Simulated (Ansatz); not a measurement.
Defect migration in silicon strained by -1.5 % along x and y, z held: interstitial P, charge state +1. The step: P moves alone to another site; the atom moves 1.90 Å along (-0.25, 0.25, 0.00) of the unit cell; the moving atom starts with neighbours 4 Si at 2.37, 2 Si at 2.38 Å and ends with 4 Si at 2.37, 2 Si at 2.38 Å. DFT values are from Ansatz (plane-wave PAW, 420 eV unless said) in a cell of 64 host sites, spin-restricted, static, with no finite-size correction. The charge state is imposed; whether it is stable for some Fermi level was not computed. Sites that were not tried may lie lower. For the PBE band: the saddle point's order was not checked, and it lies on a symmetry element of the cell, where a band can be held.

| Level | Forward barrier (eV) | Cost of the band or of the saddle's single point |
|---|---|---|
| PBE, a 2×2×2 k-point mesh shifted by half a step, band relaxed | 0.71 | very roughly 2.1 core-hours |
| PBE, a 3×3×3 k-point mesh shifted by half a step, same geometries | 0.72 | very roughly 11 core-minutes |

Ansatz is a first-principles code.
